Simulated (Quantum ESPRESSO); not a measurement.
Quantum ESPRESSO run on HfAu (P4/nmm, 4 atoms in the cell): self-consistent single point.

Method of the run: LDA (PZ), GBRV 1.5 ultrasoft (LDA) pseudopotentials (plane waves; Quantum ESPRESSO 7.5).

```yaml
crystal:
  lattice:
    - [3.48386, 0.00000, 0.00000]
    - [0.00000, 3.48386, 0.00000]
    - [0.00000, 0.00000, 6.32052]
  atoms:
    - { symbol: Hf, position: [0.00000, 0.50000, 0.85158] }
    - { symbol: Hf, position: [0.50000, 0.00000, 0.14842] }
    - { symbol: Au, position: [0.00000, 0.50000, 0.37143] }
    - { symbol: Au, position: [0.50000, 0.00000, 0.62857] }
```

Reference input (self-consistent single point, DFT, PBEsol, plane waves, GBRV 1.5 ultrasoft (PBESOL) pseudopotentials): ecutwfc = 40 Ry; ecutrho = 320 Ry; occupations = smearing; smearing = gauss; degauss = 0.0073499 Ry; potentials = {Hf: hf_pbesol_v1.uspp.F.UPF, Au: au_pbesol_v1.uspp.F.UPF}; K_POINTS = automatic 8 8 4 0 0 0; conv_thr = 1e-11 Ry. This run's input differs from it in these lines:

```diff
@@ -23,4 +23,4 @@
 ATOMIC_SPECIES
-Hf   178.4900  hf_pbesol_v1.uspp.F.UPF
-Au   196.9666  au_pbesol_v1.uspp.F.UPF
+Hf   178.4900  hf_lda_v1.uspp.F.UPF
+Au   196.9666  au_lda_v1.uspp.F.UPF
 ATOMIC_POSITIONS crystal
```

Log, with long lists cut:

```
     Self-consistent Calculation

     iteration #  1     ecut=    40.00 Ry     beta= 0.70

---- Real-time Memory Report at c_bands before calling an iterative solver
           354 MiB given to the printing process from OS
            84 MiB allocation reported by mallinfo(arena+hblkhd)
------------------

     negative rho (up, down):  2.080E-01 0.000E+00

     total energy              =    -508.18197475 Ry
     estimated scf accuracy    <      51.84204019 Ry

     iteration #  2     ecut=    40.00 Ry     beta= 0.70

---- Real-time Memory Report at c_bands before calling an iterative solver
   [... lines left out ...]
           412 MiB given to the printing process from OS
           111 MiB allocation reported by mallinfo(arena+hblkhd)
------------------

     negative rho (up, down):  2.273E-01 0.000E+00

     total energy              =    -547.16088307 Ry
     estimated scf accuracy    <          4.3E-11 Ry

     iteration # 17     ecut=    40.00 Ry     beta= 0.70

---- Real-time Memory Report at c_bands before calling an iterative solver
           412 MiB given to the printing process from OS
           111 MiB allocation reported by mallinfo(arena+hblkhd)
------------------

     negative rho (up, down):  2.273E-01 0.000E+00
     End of self-consistent calculation

     the Fermi energy is    15.3668 ev

!    total energy              =    -547.16088307 Ry
     estimated scf accuracy    <          3.5E-14 Ry
     smearing contrib. (-TS)   =      -0.00117652 Ry
     internal energy E=F+TS    =    -547.15970655 Ry

     convergence has been achieved in  17 iterations

     negative rho (up, down):  2.273E-01 0.000E+00

     Forces acting on atoms (cartesian axes, Ry/au):

     atom    1 type  1   force =     0.00000000    0.00000000   -0.00553335
     atom    2 type  1   force =     0.00000000    0.00000000    0.00553335
     atom    3 type  2   force =     0.00000000    0.00000000    0.00059040
     atom    4 type  2   force =     0.00000000    0.00000000   -0.00059040

     Total force =     0.007870     Total SCF correction =     0.000000

     negative rho (up, down):  2.273E-01 0.000E+00
          total   stress  (Ry/bohr**3)                   (kbar)     P=      -76.02
  -0.00050876   0.00000000   0.00000000          -74.84        0.00        0.00
   0.00000000  -0.00050876   0.00000000            0.00      -74.84        0.00
   0.00000000   0.00000000  -0.00053272            0.00        0.00      -78.37

   JOB DONE.
```

The run converged in 17 iterations. Against the reference run the pressure goes from -3.37 to -7.60 GPa and the largest force goes from 0.076 to 0.142 eV/Å.

The starting cell comes from a database of computed structures (which also holds hypothetical and non-ambient phases and stackings), without a prior relaxation at this level. With a pressure of about -8 GPa the cell is away from its equilibrium volume at this level.

Cost on one core of a shared machine: roughly 2 min.
